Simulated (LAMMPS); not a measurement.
MD of ZnSe (zinc blende) with 25 % of Zn sites Cd at zero pressure over temperature, 4096 atoms; each row names its start.

Computed with classical MD, pair style sw, file CdTeZnSeHgS0.sw (LAMMPS).

```json
[
 {"T (K), start": "300, crystal", "state": "crystal; no diffusion seen in 30 ps", "volume": "24.0287 ± 0.0003 Å³/atom", "enthalpy": "-2.5639 ± 0.0001 eV/atom", "first peak of g(r), Se-Zn": "2.47 Å, height 18.1", "coordination number of Se by Zn": "3.00 (counted to 3.38 Å)", "D(Cd)": "-", "D(Se)": "-", "D(Zn)": "-"},
 {"T (K), start": "1210, crystal", "state": "crystal; no diffusion seen in 30 ps", "volume": "24.5417 ± 0.0006 Å³/atom", "enthalpy": "-2.3219 ± 0.0001 eV/atom", "first peak of g(r), Se-Zn": "2.48 Å, height 9.2", "coordination number of Se by Zn": "3.00 (counted to 3.50 Å)", "D(Cd)": "-", "D(Se)": "-", "D(Zn)": "-"},
 {"T (K), start": "1640, melt", "state": "liquid", "volume": "27.21 ± 0.02 Å³/atom", "enthalpy": "-1.754 ± 0.003 eV/atom", "first peak of g(r), Se-Zn": "2.54 Å, height 5.7", "coordination number of Se by Zn": "2.87 (counted to 3.38 Å)", "D(Cd)": "(1.14 ± 0.05) × 10^-5 cm²/s", "D(Se)": "(9.9 ± 0.4) × 10^-6 cm²/s", "D(Zn)": "(1.26 ± 0.03) × 10^-5 cm²/s"},
 {"T (K), start": "1980, melt", "state": "liquid", "volume": "28.67 ± 0.03 Å³/atom", "enthalpy": "-1.529 ± 0.001 eV/atom", "first peak of g(r), Se-Zn": "2.58 Å, height 4.6", "coordination number of Se by Zn": "2.75 (counted to 3.38 Å)", "D(Cd)": "(6.7 ± 0.4) × 10^-5 cm²/s", "D(Se)": "(6.45 ± 0.09) × 10^-5 cm²/s", "D(Zn)": "(7.1 ± 0.2) × 10^-5 cm²/s"},
 {"T (K), start": "2420, melt", "state": "liquid", "volume": "31.70 ± 0.06 Å³/atom", "enthalpy": "-1.3083 ± 0.0009 eV/atom", "first peak of g(r), Se-Zn": "2.58 Å, height 4.2", "coordination number of Se by Zn": "2.55 (counted to 3.42 Å)", "D(Cd)": "(1.57 ± 0.06) × 10^-4 cm²/s", "D(Se)": "(1.55 ± 0.03) × 10^-4 cm²/s", "D(Zn)": "(1.66 ± 0.02) × 10^-4 cm²/s"}
]
```

Caution (rows 300, crystal; 1210, crystal): the random arrangement on this lattice is imposed, and need not be a phase that exists in equilibrium.

Caution (rows 1210, crystal; 1640, melt; 1980, melt; 2420, melt): a run this short can hold a crystal over, or a liquid under, the potential's own melting point, which these runs don't give.

Caution (rows 1640, melt; 1980, melt; 2420, melt): the real compound melts congruently only under the pressure of its own vapour and loses its more volatile element when open.

States go by the mean squared displacement: a species diffuses where it passes 1.5 Å², still rises and gives D over 1e-6 cm²/s; a crystal has left its structure where atoms lie 0.35 Å off their sites on average or a cubic box changes its shape by 3 %, or the axial ratios of another lie 8 % off the starting cell's, which the potential's own relaxation can also do.

Errors of D are the spread over four groups of atoms in one short run; a floor of about 5 %, a picked value, is safer.

Errors shown are sampling errors alone.
